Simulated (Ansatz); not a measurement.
## L1₀ (CuAu-type) FePt

All values below come from PBE0 in Ansatz (plane waves, PAW).

Run with plane-wave cutoff 460 eV, 10×10×8 k mesh (along the axes of the cell as run), Fermi–Dirac smearing 0.05 eV, spin-polarised with parallel moments, scalar-relativistic PAW data made under PBE.

Cell: measured lattice: a = 2.727 Å, b = 2.727 Å, c = 3.726 Å, α = 90.00°, β = 90.00°, γ = 90.00°.

| Quantity | Result |
|---|---|
| magnetic moment (largest site, within a sphere) | 3.49 μB |

Note: the run warned that the count of filled bands differs between k points; cell and atoms aren't relaxed at this level (pressure 4.8 GPa).

Moments are spin moments.

Spin–orbit coupling is not included.

It cost about 30 core-minutes (a rough figure) of CPU time.

Ansatz is an electronic-structure program.
